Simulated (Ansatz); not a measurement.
**Ga₂O₃ (space group Cc, No. 9; a hypothetical phase, not in the database extracts checked)**

```yaml
crystal:
  lattice:
    - [4.77445, -2.93898, 0.00000]
    - [4.77445, 2.93898, 0.00000]
    - [-2.21849, 0.00000, 4.75546]
  atoms:
    - { symbol: Ga, position: [0.94842, 0.20089, 0.47606] }
    - { symbol: Ga, position: [0.20089, 0.94842, 0.97606] }
    - { symbol: Ga, position: [0.63128, 0.83637, 0.57423] }
    - { symbol: Ga, position: [0.83637, 0.63128, 0.07423] }
    - { symbol: O, position: [0.03709, 0.28286, 0.87092] }
    - { symbol: O, position: [0.28286, 0.03709, 0.37092] }
    - { symbol: O, position: [0.93187, 0.81459, 0.89343] }
    - { symbol: O, position: [0.81459, 0.93187, 0.39343] }
    - { symbol: O, position: [0.49189, 0.74171, 0.81039] }
    - { symbol: O, position: [0.74171, 0.49189, 0.31039] }
```

All numbers come from DFT with PBEsol, PAW potentials and a 420 eV plane-wave cutoff in Ansatz (a first-principles code), no spin-orbit coupling. Settings: 7×7×7 k-points, 0.05 eV Fermi–Dirac smearing.

| Item | Value |
|---|---|
| Volume per atom | 13.35 Å³ |
| Density | 4.66 g/cm³ |
| Band gap | 2.42 eV, indirect, Y₂ → Γ |
| Lowest conduction-band minima above the VBM | Γ 2.42 eV |
| Total energy | -1834.103 eV/atom (σ→0; compares only within this code and set-up) |

Stability against distortions was not tested.
